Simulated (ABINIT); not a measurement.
ABINIT run on Cu3Rh (P6_3/mmc, 8 atoms in the cell): self-consistent single point

Method of the run: PBEsol, PAW (JTH v2.0 PBE PAW, files made for PBE) (plane waves; ABINIT).

This input was run:

```
# Cu3Rh, JTH v2.0 PBE PAW
pp_dirpath "./"
pseudos "Cu.GGA_PBE-JTH.xml, Rh.GGA_PBE-JTH.xml"
acell 9.9490467374 9.9490467374 8.0399380630
rprim
         1.0000000000   -0.0000000388    0.0000000000
        -0.4999999664    0.8660254232    0.0000000000
         0.0000000000    0.0000000000    1.0000000000
natom 8
ntypat 2
znucl 29 45
typat 1 1 1 1 1 1 2 2
xcart
         1.2945112177    0.7473863330    3.1909140000
         1.3378933612    3.8120717349    1.0636380000
         0.0000000580    1.4947727665    1.0636380000
         2.6324045208    3.0646853014    3.1909140000
         3.9702976440    0.7473862291    3.1909140000
        -1.3378930652    3.8120718388    1.0636380000
         2.6324044608    1.5198192878    1.0636380000
         0.0000001180    3.0396387800    3.1909140000
      Angstrom
ecut 30
pawecutdg 60
pawxcdev 0
ixc -116133
occopt 7
tsmear 0.00183747
nband 91
kptopt 1
ngkpt 5 5 5
nshiftk 1
shiftk 0 0 0
nstep 60
tolvrs 1.0e-12
prtwf 0
prtden 0
enunit 2
```

Log, with long lists cut:

```
 Symmetries : space group P6_3/m m c (#194); Bravais hP (primitive hexag.)

 -outvars: echo values of preprocessed input variables --------
            acell      9.9490467374E+00  9.9490467374E+00  8.0399380630E+00 Bohr
             ecut      3.00000000E+01 Hartree
           enunit           2
              ixc     -116133
         kptrlatt        5    0    0      0    5    0      0    0    5
          kptrlen      4.01996903E+01
            natom           8
            nband          91
            ngfft          50      50      40
          ngfftdg          72      72      60
             nkpt          15
            nstep          60
             nsym          24
           ntypat           2
           occopt           7
        pawecutdg      6.00000000E+01 Hartree
         pawxcdev           0
            rprim      1.0000000000E+00 -3.8800000000E-08  0.0000000000E+00
                      -4.9999996640E-01  8.6602542320E-01  0.0000000000E+00
                       0.0000000000E+00  0.0000000000E+00  1.0000000000E+00
          spgroup         194
           tolvrs      1.00000000E-12
           tsmear      1.83747000E-03 Hartree
            typat      1  1  1  1  1  1  2  2
           useylm           1
             xred      3.2784000071E-01  1.6392000143E-01  7.5000000218E-01
                       6.7216000366E-01  8.3608000291E-01  2.5000000218E-01
                       1.6392000144E-01  3.2784000069E-01  2.5000000218E-01
                       8.3608000292E-01  6.7216000365E-01  7.5000000218E-01
                       8.3608000292E-01  1.6392000143E-01  7.5000000218E-01
                       1.6392000144E-01  8.3608000291E-01  2.5000000218E-01
                       6.6666666885E-01  3.3333333550E-01  2.5000000218E-01
                       3.3333333552E-01  6.6666666883E-01  7.5000000218E-01
            znucl       29.00000   45.00000

== DATASET  1 ==================================================================

 Real(R)+Recip(G) space primitive vectors, cartesian coordinates (Bohr,Bohr^-1):
 R(1)=  9.9490467 -0.0000004  0.0000000  G(1)=  0.1005121  0.0580307  0.0000000
 R(2)= -4.9745230  8.6161274  0.0000000  G(2)=  0.0000000  0.1160614  0.0000000
 R(3)=  0.0000000  0.0000000  8.0399381  G(3)=  0.0000000  0.0000000  0.1243791
 Unit cell volume ucvol=  6.8920160E+02 bohr^3
 Angles (23,13,12)=  9.00000000E+01  9.00000000E+01  1.20000000E+02 degrees

 Coarse grid specifications (used for wave-functions):

 getcut: wavevector=  0.0000  0.0000  0.0000  ngfft=  50  50  40
         ecut(hartree)=     30.000   => boxcut(ratio)=   2.01782

 Fine grid specifications (used for densities):

 getcut: wavevector=  0.0000  0.0000  0.0000  ngfft=  72  72  60
         ecut(hartree)=     60.000   => boxcut(ratio)=   2.07544

   3.95614325E+04                                ecore*ucvol(ha*bohr**3)

_setup2: Arith. and geom. avg. npw (full set) are    5409.192    5409.181

--- !BeginCycle
solver: {iscf: 17, nstep: 60, nline: 4, wfoptalg: 10, }
tolerances: {tolvrs: 1.00E-12, }
...

     iter   Etot(hartree)      deltaE(h)  residm     nres2
 ETOT  1  -1352.0663409277    -1.352E+03 5.006E+01 6.085E+02
 ETOT  2  -1426.9256483669    -7.486E+01 2.808E-01 1.130E+04
 ETOT  3  -1413.4346799870     1.349E+01 2.796E-01 2.400E+03
 ETOT  4  -1410.1908471744     3.244E+00 1.152E-01 1.283E+02
 ETOT  5  -1410.0831742579     1.077E-01 2.586E-02 5.249E+01
 ETOT  6  -1410.0061780719     7.700E-02 2.157E-02 3.636E+01
   [... 13 lines left out ...]
 ETOT 20  -1409.8969779546    -9.095E-12 7.251E-05 4.863E-10
 ETOT 21  -1409.8969779546     1.069E-11 7.045E-05 4.078E-11
 ETOT 22  -1409.8969779546    -3.411E-12 5.361E-05 5.624E-12
 ETOT 23  -1409.8969779546     3.411E-12 5.100E-05 5.899E-12
 ETOT 24  -1409.8969779546    -2.956E-12 3.902E-05 4.118E-13

 At SCF step   24       nres2   =  4.12E-13 < tolvrs=  1.00E-12 =>converged.

 Cartesian components of stress tensor (hartree/bohr^3)
  sigma(1 1)=  3.61779291E-04  sigma(3 2)=  0.00000000E+00
  sigma(2 2)=  3.61779288E-04  sigma(3 1)=  0.00000000E+00
  sigma(3 3)=  3.52289000E-04  sigma(2 1)=  1.72496663E-13

 ----iterations are completed or convergence reached----

 reduced coordinates (array xred) for    8 atoms
       0.327840000706      0.163920001428      0.750000002184
       0.672160003663      0.836080002907      0.250000002184
       0.163920001445      0.327840000689      0.250000002184
       0.836080002923      0.672160003646      0.750000002184
       0.836080002923      0.163920001428      0.750000002184
       0.163920001445      0.836080002907      0.250000002184
       0.666666668851      0.333333335501      0.250000002184
       0.333333335518      0.666666668834      0.750000002184
 cartesian forces (eV/Angstrom) at end:
    1      0.09122054321621     0.05266620046160    -0.00000000000000
    2     -0.09122054321621    -0.05266620046160    -0.00000000000000
    3      0.00000000408690     0.10533240800154    -0.00000000000000
    4     -0.00000000408690    -0.10533240800154    -0.00000000000000
    5     -0.09122053912931     0.05266620753994    -0.00000000000000
    6      0.09122053912931    -0.05266620753994    -0.00000000000000
    7      0.00000000000000     0.00000000000000    -0.00000000000000
    8      0.00000000000000     0.00000000000000    -0.00000000000000
 frms,max,avg= 5.2666204E-02 1.0533241E-01   0.000E+00  0.000E+00  0.000E+00 e/A
 length scales=  9.949046737400  9.949046737400  8.039938063000 bohr
              =  5.264808780629  5.264808780629  4.254551981415 angstroms
 Fermi (or HOMO) energy (hartree) =   0.31498   Average Vxc (hartree)=  -0.45230
 Eigenvalues (hartree) for nkpt=  15  k points:
 kpt#   1, nband= 91, wtk=  0.00800, kpt=  0.0000  0.0000  0.0000 (reduced coord)
  -3.79482   -3.79457   -3.79457   -3.79454   -3.79444   -3.79444   -2.53843   -2.53840
  -2.23506   -2.23455   -2.23431   -2.23431   -2.23409   -2.23400   -2.23400   -2.23385
  -2.23385   -2.23337   -2.23322   -2.23322   -2.23286   -2.23260   -2.23238   -2.23238
   [... 9 lines left out ...]
      occupation numbers for kpt#   1
   2.00000    2.00000    2.00000    2.00000    2.00000    2.00000    2.00000    2.00000
   2.00000    2.00000    2.00000    2.00000    2.00000    2.00000    2.00000    2.00000
   2.00000    2.00000    2.00000    2.00000    2.00000    2.00000    2.00000    2.00000
   [... 9 lines left out ...]
 prteigrs : prtvol=0 or 1, do not print more k-points.

 Fermi (or HOMO) energy (eV) =   8.57113   Average Vxc (eV)= -12.30768
 Eigenvalues (   eV  ) for nkpt=  15  k points:
 kpt#   1, nband= 91, wtk=  0.00800, kpt=  0.0000  0.0000  0.0000 (reduced coord)
-103.26218 -103.25559 -103.25559 -103.25480 -103.25194 -103.25194  -69.07432  -69.07331
 -60.81903  -60.80519  -60.79860  -60.79860  -60.79268  -60.79024  -60.79024  -60.78606
 -60.78606  -60.77296  -60.76909  -60.76909  -60.75934  -60.75227  -60.74625  -60.74625
   [... 9 lines left out ...]
 prteigrs : prtvol=0 or 1, do not print more k-points.

--- !EnergyTerms
comment             : Components of total free energy in Hartree
kinetic             :  9.59359232460909E+01
hartree             :  2.96840932282121E+02
xc                  : -2.64206810893412E+01
Ewald energy        : -8.95583465419698E+02
psp_core            :  5.74018291542995E+01
local_psp           : -7.86188032272307E+02
spherical_terms     : -1.51883194071878E+02
internal            : -1.40989668817071E+03
'-kT*entropy'       : -2.89800836663680E-04
total_energy        : -1.40989697797155E+03
total_energy_eV     : -3.83652478706378E+04
...

-Cartesian components of stress tensor (GPa)         [Pressure= -1.0551E+01 GPa]
- sigma(1 1)=  1.06439124E+01  sigma(3 2)=  0.00000000E+00
- sigma(2 2)=  1.06439123E+01  sigma(3 1)=  0.00000000E+00
- sigma(3 3)=  1.03646985E+01  sigma(2 1)=  5.07502618E-09

 Calculation completed.
```

The run converged in 24 iterations.

The starting cell comes from a database of computed structures (which also holds hypothetical and non-ambient phases and stackings), without a prior relaxation at this level. Its lattice was rescaled by a random factor within 2.5 % of one. Spin polarisation is off. The potentials were made for another functional than the one used. With a pressure of about -11 GPa the cell is away from its equilibrium volume at this level.

Cost on one core of a shared machine: roughly 10 min.
